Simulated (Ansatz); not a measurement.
Li2O, pressure series

Base system: Li$_{2}$O in the anti-fluorite structure (space group Fm-3m, No. 225; a = 4.6261 Å).

Cell and atoms are relaxed at each pressure.

All numbers come from Kohn–Sham DFT with the PBE functional, run in Ansatz (a quantum-chemistry and plane-wave program) with PAW and 420 eV plane waves, no spin-orbit coupling.

Candidates:
(a) pressure 1.8 GPa
(b) pressure 45 GPa
(c) pressure 30 GPa

Before the change:

Band gap: 4.98 eV

Order them by band gap, highest first.

(b) pressure 45 GPa (5.55 eV), (c) pressure 30 GPa (5.43 eV), (a) pressure 1.8 GPa (5.02 eV)

Load acts through the strain it causes; cell and atoms are relaxed under it. Stability against distortions was not tested. Competing high-pressure phases were not computed.
